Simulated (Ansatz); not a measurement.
The starting structures come from a database of crystals and need not be the phases stable at ambient conditions.

 Where the default PAW files enter, the runs use the earlier of Ansatz's two default sets.

By PBEsol, the system below comes out a metal.

Without scattering a metal conducts by its projected Fermi surface.

```
Al
1.0
    2.82708     0.00000     0.00000
   -1.41354     2.44832     0.00000
    0.00000     0.00000     9.46157
Al
4
Direct
  0.00000   0.00000   0.00000
  0.00000   0.00000   0.50000
  0.33333   0.66667   0.25000
  0.66667   0.33333   0.75000
```

Space group of this cell: P6_3/mmc. The cell is strained (lengths along the current scaled by 1.03, ions clamped); by PBEsol its mean pressure is -0.6 GPa.

The current flows along the normal of the first two printed cell vectors, the (001) (indices of the unstrained crystal) plane of the conventional cell. No spin-orbit coupling; the value is a mean over 0.1 eV about the Fermi level.

State the ballistic conductance per area according to Ansatz (an electronic-structure program) with PBEsol.

1.4 × 10¹⁵ S/m² for both spins.
